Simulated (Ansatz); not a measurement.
The cell is built on a prototype and need not be the phase stable at ambient conditions.

By r2SCAN, the system below comes out a metal.

The ballistic (Sharvin) conductance counts the channels at the Fermi level: G/A = (e²/h) × channels of both spins per area.

Consider the following.

```
CELL_PARAMETERS angstrom
      3.02722     0.00000     0.00000
     -1.51361     2.62165     0.00000
      0.00000     0.00000     5.01627
ATOMIC_POSITIONS crystal
  B  0.00000 0.00000 0.00000
  B  0.00000 0.00000 0.50000
  P  0.33333 0.66667 0.25000
  P  0.66667 0.33333 0.75000
```

Space group of this cell: P6_3/mmc, NiAs type. The cell was relaxed by PBE-D3(BJ); by r2SCAN its mean pressure is 6.2 GPa.

The current flows along the normal of the first two printed cell vectors. No spin-orbit coupling; the value is a mean over 0.1 eV about the Fermi level.

### Question
Give the ballistic conductance per area that r2SCAN (Ansatz, a program for electronic structure) yields.

### Answer
1.6 × 10¹⁵ S/m² for both spins.
